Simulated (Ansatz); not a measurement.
## Point defect Cd on the Zn site (Cd_Zn) in wurtzite ZnO

The numbers are results of PBE, PAW (plane waves to 420 eV; Ansatz, an electronic-structure program), not measurements. The supercell holds 96 host sites (3×2×2 repeats of a cell of 8 atoms), with a 2×2×2 shifted k-point sampling for the final energies. Site at the start: the Zn site. Energies of charged states are corrected for periodic images (point charge plus alignment at distant sites). Dielectric constants: PBE linear response of the host. Host gap at this level: 0.74 eV. A cell of this size leaves errors of a few tenths of an eV. PBE underestimates the host's gap, which shifts levels and can delocalise carriers. Spin–orbit coupling is left out. Each state is the lowest found from its start.

Formation energies E_f are given with the Fermi level at the valence-band maximum. Chemical conditions: O-rich (Δμ(Zn) = -2.85 eV, Δμ(Cd) = -2.02 eV, bounded by rock-salt CdO; only phases computed here count, gases as isolated molecules at 0 K). Reference phases: Cd: hcp Cd, Zn: hcp Zn.

Charges with a result: +1, 0, −1. Others weren't obtained, and one of them could lie lower, also by skipping a charge.

```csv
charge,moment (μB),largest move off a lattice site (Å),image correction with alignment (eV),"E_f, O-rich (eV)"
+1*,quenched,0.19,–,–
0,not spin-polarised,0.19,0.00,0.22
−1*,quenched,0.20,–,–
```

* At this level the carrier isn't localised at the defect: at charge +1 holes occupy the valence band; at charge −1 electrons occupy the conduction band. Such a state is shallow or no state of the defect, and this cell gives it no level.

Starting moments that weren't kept: charge +1 began with 1 μB and ended with 0.0; charge −1 began with 1 μB and ended with 0.0.

Flagged in the runs: a host whose relaxation on this sampling wasn't shown to rest, a strain field that reaches the edge of the cell.
